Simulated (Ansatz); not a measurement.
Here is the system:

```yaml
crystal:
  lattice:
    - [0.00000, 3.19573, 3.19573]
    - [3.19573, 0.00000, 3.19573]
    - [3.19573, 3.19573, 0.00000]
  atoms:
    - { symbol: Cd, position: [0.00000, 0.00000, 0.00000] }
    - { symbol: Te, position: [0.25000, 0.25000, 0.25000] }
```

No spin polarisation.

All numbers come from PBEsol (Ansatz, a program for electronic structure; PAW; 420 eV plane waves; spin-orbit coupling left out). Γ-centred 9×9×9 mesh, Fermi–Dirac width 0.05 eV.

Task: What electron mass does the calculation give?

Result: 0.063 mₑ (at Γ).

Task: What is the computed band gap?

Result: 0.78 eV.

Task: What is the computed hole mass (degenerate bands, along [100])?

Result: 0.064, 0.47, 0.47 mₑ (at Γ).

Task: What is the computed width of the top valence band?

Result: 2.41 eV.

With Te present, leaving out spin-orbit coupling can change the band edges. Load acts through the strain it causes; cell and atoms are relaxed under it. Effective masses come from finite differences of ±0.01 Å⁻¹. No phonon test of stability was made. Tetrahedral semiconductors of this kind turn to denser phases somewhere between about 1 and 50 GPa; those were not computed, so compressed cells here can lie past the real transition. The cell was made from CdTe in the zinc blende structure (space group F-43m, No. 216) by this change: pressure 2.1 GPa.
